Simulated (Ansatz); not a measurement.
The (31-43) surface of hcp Zr in its 1x1 cell, outermost plane spacing 0.12 Å in the ideal cut

Method: r2SCAN, at the PBE geometry (plane waves to 500 eV, PAW; Ansatz, an electronic-structure program).

Slab: 30 atoms, 10.0 Å thick at the start (thin: gaps and levels are the slab's own); k 6x4x1, smearing 0.1 eV, dipole-corrected; single point; on the structure that PBE left under its start's symmetry; no spin, no spin-orbit, no U.

- surface energy (mean of both faces) = 1.83 J/m²
- work function of the top face = 3.61 eV
- cost = about 17 core-minutes (a rough figure)
